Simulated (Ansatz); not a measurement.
The starting structures come from a database of crystals and need not be the phases stable at ambient conditions.

# Evanescent states of Nb₃SBr₇ (P3m1, not sure to be the ambient phase, 11 atoms a cell, 24.8 Å³ an atom) along the normal of (101)

Calculation: r2SCAN (plane waves, PAW; Ansatz, a first-principles code).

The gap is the functional's own. No spin-orbit coupling. Mid-gap values are interpolated on the energy grid.

Energies count from the valence-band top; κ is the least over a 6×4 mesh across the current.

```
E (eV)  κ (1/Å)  where
------  -------  -----
0.03      0.145  off Γ
0.09      0.248  off Γ
0.15      0.281  off Γ
0.21      0.301  off Γ
0.27      0.312  off Γ
0.33      0.320  off Γ
0.39      0.326  off Γ
0.45      0.329  off Γ
0.51      0.323  off Γ
0.57      0.312      Γ
0.63      0.294      Γ
0.69      0.273      Γ
0.75      0.249      Γ
0.81      0.219      Γ
0.87      0.173  off Γ
0.93      0.092  off Γ
```

How thick must the barrier be to attenuate the transmission by 10^8 when the electrodes' Fermi level lies at 0.03 eV, and what attenuation does that film give at 0.15 eV?

d = 8 ln 10 / (2 × 0.145) = 63.5 Å. At 0.15 eV it gives 8 × 0.281/0.145 = 15.5 decades.
